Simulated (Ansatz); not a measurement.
By PBEsol, the system below comes out a metal.

The ballistic (Sharvin) conductance counts the channels at the Fermi level: G/A = (e²/h) × channels of both spins per area.

Input:

```xyz
2
Lattice="5.0450 0.0000 0.0000 0.0000 5.5294 0.0000 0.0000 2.7647 1.5962" Properties=species:S:1:pos:R:3 pbc="T T T"
Hf     3.7838     3.6862     0.0000
Hf     1.2613     1.8431     0.0000
```

The cell is taken as given; by PBEsol it stands under a pressure of -3.2 GPa.

The current flows along the normal of the first two printed cell vectors, the (110) plane of the conventional cell. No spin-orbit coupling; the value is a mean over 0.1 eV about the Fermi level.

### Question
Give the ballistic conductance per area that PBEsol in Ansatz (a program for electronic structure) yields.

### Answer
0.53 × 10¹⁵ S/m² for both spins.
